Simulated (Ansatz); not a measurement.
## AlHO2: response to strain

Consider AlHO$_{2}$ (space group Pnnm, No. 58; a = 4.160 Å, b = 4.694 Å, c = 2.840 Å; a cell from a computed database, its experimental status unchecked). Axes: x, y, z lie along a, b, c of the conventional cell.

Strains are applied to the cell and any free atomic positions relax; under biaxial strain the out-of-plane vector relaxes too.

The values are results of Ansatz (a quantum-chemistry and plane-wave program), PBEsol, PAW, cutoff 420 eV, spin-orbit coupling left out, not measurements.

Notes on the quantities. pressure: mean of the normal stresses, compression positive.

| case | out-of-plane strain | band gap | pressure |
|---|---|---|---|
| base | – | 6.08 eV | -0.1 kbar |
| biaxial strain −2.07 %, plane normal [001], relaxed out of plane | +1.14 % | 6.31 eV | 76.8 kbar |
| biaxial strain +0.60 %, plane normal [001], relaxed out of plane | -0.29 % | 6.01 eV | -20.0 kbar |
| biaxial strain +2.21 %, plane normal [001], relaxed out of plane | … | … | … |
| uniaxial strain ε_yy = +0.87 % | – | 5.96 eV | -18.0 kbar |

**Question.** Fill in the withheld entries from the trend.

**Answer.** 
- biaxial strain +2.21 %, plane normal [001], relaxed out of plane, out-of-plane strain: -1.01 %
- biaxial strain +2.21 %, plane normal [001], relaxed out of plane, band gap: 5.71 eV
- biaxial strain +2.21 %, plane normal [001], relaxed out of plane, pressure: -68.3 kbar

No phonon test of stability was made.
